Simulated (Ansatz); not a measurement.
System: CsSnI₃ (model structure, started from the 2H-BaNiO3 type, P6₃/mmc, No. 194, 10 atoms in the cell). Method: PBEsol (plane waves, PAW; Ansatz, an electronic-structure program).

Numerical settings: plane-wave cutoff 500 eV, 6×6×6 k mesh, Fermi–Dirac smearing 0.05 eV, scalar-relativistic PAW data made under PBE.

Cell (relaxed at this level):

CsSnI$_{3}$ is taken in the hexagonal space group P6₃/mmc (No. 194), Pearson symbol hP10. Conventional cell: a = b = 8.352 Å, c = 7.470 Å, α = β = 90.00°, γ = 120.00°. Cs on 2d is surrounded by 12 I at 4.177–4.385 Å (anticuboctahedral). Sn on 2a is coordinated by 6 I at 3.140 Å (octahedral). I on 6h is surrounded by 2 Sn at 3.140 Å and 4 Cs at 4.177–4.385 Å. (Neighbours: up to the widest gap in distance over summed covalent radii, below 1.35, at either atom; cation-cation and far metal-metal contacts left out.)

What does this level give for the band gap?


band gap: 1.31 eV (on the SCF k mesh)

Note: the relaxation could raise the start's symmetry but not lower it, so the cell can be a saddle point.

Spin–orbit coupling is not included; with these elements it can move the gap by several tenths of an eV or more.

The computed numbers hold no vibrational or temperature effects.

Cost on a shared machine: very roughly 11 core-minutes.

A model structure was made by putting elements into a prototype or built by hand; it is no filed structure, need not be a known phase, and can be a saddle point held by its symmetry.
